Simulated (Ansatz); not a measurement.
NbN (model structure, started from the NbAs type, I4₁md, No. 109, 4 atoms in the cell), treated with LDA (Ansatz, a program for electronic structure, plane waves, PAW).

Numerical settings: plane-wave cutoff 520 eV, 28×28×28 k mesh, Fermi–Dirac smearing 0.05 eV, no spin polarisation, scalar-relativistic PAW data made under PBE.

Cell (relaxed at this level):

```
CELL_PARAMETERS angstrom
     -1.43496     1.43496     5.09426
      1.43496    -1.43496     5.09426
      1.43496     1.43496    -5.09426
ATOMIC_POSITIONS crystal
  Nb 0.49894 0.49894 0.00000
  Nb 0.24894 0.74894 0.50000
  N  0.91706 0.91706 0.00000
  N  0.66706 0.16706 0.50000
```

Q: Predict the band gap, smallest direct gap on the k points sampled and Γ–Γ gap.

A: 
- band gap: 0.21 eV
- smallest direct gap on the k points sampled: 0.64 eV
- Γ–Γ gap: 5.03 eV

Note: the relaxation could raise the start's symmetry but not lower it, so the cell can be a saddle point.

Spin–orbit coupling is not included.

A model structure was made by putting elements into a prototype or built by hand; it is no filed structure, need not be a known phase, and can be a saddle point held by its symmetry.
